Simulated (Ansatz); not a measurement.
A constructed model of the (111) surface of fcc Au, a layer of W in place of the third plane (bottom of the slab: a bare face, its two planes held)

Computed with PBE (plane waves to 420 eV, PAW; Ansatz, a program for electronic structure).

Set-up: 6 atoms, 12.3 Å thick at the start; mesh 15x15x1; 0.1 eV smearing; dipole correction on; 2 atoms held, the rest relaxed; start symmetry kept, larger cells not searched; no spin, no spin-orbit, no U. In PBE it is, or lies within 0.01 eV a 1x1 cell of, the lowest of the 2 structures of its composition computed so far; larger cells were not tried.

```json
{
 "work_function_of_the_top_face": "4.90 eV",
 "energy_released_by_relaxation": "0.42 eV",
 "cost": "very roughly 110 core-seconds"
}
```
